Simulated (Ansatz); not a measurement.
We consider antifluorite K2Te, described by PBEsol (Ansatz, an electronic-structure program, plane waves, PAW).

Settings: plane-wave cutoff 520 eV, 8×8×8 k mesh, Fermi–Dirac smearing 0.01 eV, scalar-relativistic PAW data made under PBE.

A third-order Birch–Murnaghan fit to the energies gives V0 = 44.158 Å³/atom, B0 = 14.3 GPa, B′ = 4.5.

| V (Å³/atom) | P (GPa) |
|---|---|
| 41.508 | 1.013 |
| 42.392 | 0.638 |
| 43.275 | (withheld) |
| 44.158 | 0.000 |
| 45.041 | -0.270 |
| 45.924 | (withheld) |
| 46.807 | (withheld) |

Task: Estimate the withheld pressures from this fit; the answers are the runs' own values.

Result: 
- 43.275, P (GPa): 0.301
- 45.924, P (GPa): -0.512
- 46.807, P (GPa): -0.730

The formula P = (3/2) B0 (x^(7/3) − x^(5/3)) [1 + (3/4)(B′ − 4)(x^(2/3) − 1)] with x = V0/V meets the computed pressures within 0.01 GPa when these rounded values are put in.

Note: the relaxation could not lower the start's symmetry, so the cell can be a saddle point above a distorted one.

Spin–orbit coupling is not included.

Computing time: about 70 core-seconds (a rough figure).
